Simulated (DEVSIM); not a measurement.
Device: abrupt Ge n-p junction, at 300 K.

Layer 1 from the left is Ge, thickness (μm) 98.0, Nd (cm⁻³) 7.5e15, τn (s) 2.7e-6, τp (s) 2.7e-6. Layer 2 from the left is Ge, thickness (μm) 47.0, Na (cm⁻³) 5.4e16, τn (s) 2.7e-6, τp (s) 2.7e-6.

Left contact: ohmic. Right contact: ohmic. Voltage is applied to the left contact. Recombination: SRH at mid-gap. Mobility is constant in doping.

The device is made up for the run: typed textbook-type constants, with dimensions and the other settings drawn at random. Values at 300 K.

Ge: gap (eV) 0.664, affinity (eV) 4, permittivity 16, Nc (cm⁻³) 1.04e19, Nv (cm⁻³) 6e18, μn (cm²/Vs) 3900, μp (cm²/Vs) 1900.

Model (solved in DEVSIM): 1D drift-diffusion, Boltzmann statistics, complete ionisation; no tunnelling, impact ionisation, image-force lowering or self-heating.

Question: What does the simulation give for the potential step across the device at zero bias, the dark forward voltage at 100 A/cm², the dark forward voltage at 1 A/cm²?

Answer: potential step across the device at zero bias 0.355 V; dark forward voltage at 100 A/cm² 0.432 V; dark forward voltage at 1 A/cm² 0.244 V.
